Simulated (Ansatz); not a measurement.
## How the c axis length of GaN (model structure, started from the BeO type, P4₂/mnm, No. 136, 8 atoms in the cell) moves with the method

No measured value is used here.

```
level (code)           value (Å)
---------------------  ---------
LDA (Ansatz)               3.154
PBE (Ansatz)               3.214
PBEsol (Ansatz)            3.183
PBE-D3(BJ) (Ansatz)        3.199
r²SCAN (Ansatz)            3.183
r²SCAN+rVV10 (Ansatz)      3.179
```

Cutoffs differ between the levels. Ansatz's density-functional and Hartree–Fock values are scalar-relativistic unless marked +SOC, with PAW data made under PBE.

A model structure was made by putting elements into a prototype or built by hand; it is no filed structure, need not be a known phase, and can be a saddle point held by its symmetry.

Ansatz is a quantum-chemistry and plane-wave program.
